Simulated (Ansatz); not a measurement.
Take Zr2PbC (space group P6_3/mmc, No. 194; a = 3.369 Å, c = 14.777 Å; a cell from a computed database, its experimental status unchecked) as the base. Axes: x lies along a and z along c of the hexagonal cell.

Computed with PBEsol (Ansatz, a program for electronic structure; PAW; 420 eV plane waves; without spin-orbit coupling).

Before the change:

| Property | Value |
|---|---|
| Pressure | 0.0 GPa |
| Shortest interatomic distance | 2.296 Å |

The change: biaxial strain +2.52 %, plane normal [001], relaxed out of plane (Cartesian); in-plane vectors clamped, the third vector and the atoms free.

Q: Predict the new pressure and shortest interatomic distance.

A: The pressure (mean of the normal stresses, compression positive) goes from zero to -4.2 GPa; the shortest interatomic distance increases by 0.028 Å, from 2.296 Å to 2.324 Å.

Stability against distortions was not tested. All final runs are without spin polarisation.
